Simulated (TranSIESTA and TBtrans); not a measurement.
Device: Sn chain bridged by a linear C4 unit along the axis. Leads: straight Sn chain, spacing 2.75 Å. Geometry: 6 atoms about the centre moved by SIESTA (PBE, DZP) to a largest force of 0.02 eV/Å, all others as built, motion along the axis alone. Transport runs along z; the first 4 and the last 4 of the 18 atoms are the lead cells, repeated to infinity.

```xyz
18
Lattice="9.000 0.000 0.000 0.000 9.000 0.000 0.000 0.000 43.610" Properties=species:S:1:pos:R:3 pbc="F F T"
Sn     4.500     4.500     0.000
Sn     4.500     4.500     2.750
Sn     4.500     4.500     5.500
Sn     4.500     4.500     8.250
Sn     4.500     4.500    11.000
Sn     4.500     4.500    13.750
Sn     4.500     4.500    16.464
C      4.500     4.500    18.484
C      4.500     4.500    19.760
C      4.500     4.500    21.101
C      4.500     4.500    22.376
Sn     4.500     4.500    24.396
Sn     4.500     4.500    27.110
Sn     4.500     4.500    29.860
Sn     4.500     4.500    32.610
Sn     4.500     4.500    35.360
Sn     4.500     4.500    38.110
Sn     4.500     4.500    40.860
```

Run with TranSIESTA and TBtrans (open boundaries, self-consistent; PseudoDojo norm-conserving potentials, scalar-relativistic): PAO.BasisSize DZP, PAO.EnergyShift 0.15 eV, XC.Authors PBE, Mesh.Cutoff 200 Ry, ElectronicTemperature 300 K, TS.Voltage 0.0 eV, TBT.Elecs.Eta 0.001 eV, no spin polarisation.

Energies count from the leads' Fermi level. Transmissions are for one spin of a degenerate pair. The energy step is 0.01 eV; narrower resonances are cut or missed.

```tsv
E (eV)	T
-0.20	1.53
-0.15	1.57
-0.10	1.60
-0.05	1.63
0.00	1.64
0.05	1.64
0.10	1.65
0.15	1.64
0.20	1.63
```

Problem. Give the zero-bias conductance in μS and the resistance at 300 K.

Solution. At the Fermi level T = 1.64. Averaged with −∂f/∂E over the full grid (kT = 25.9 meV) it is 1.64. With G0 = 2e²/h = 77.48 μS, G = 127 μS and R = 1/G = 7.87 kΩ.

Problem. The eigenchannels at the Fermi level transmit 0.819, 0.819. What Fano factor of the shot noise follows at low temperature and bias?

Solution. F = Σ τ(1 − τ)/Σ τ = 0.296/1.64 = 0.18.

The straight chain is held at its spacing; free chains may zigzag or dimerise. No spin-polarised start was tried, so a magnetic state, if there is one, is missed.
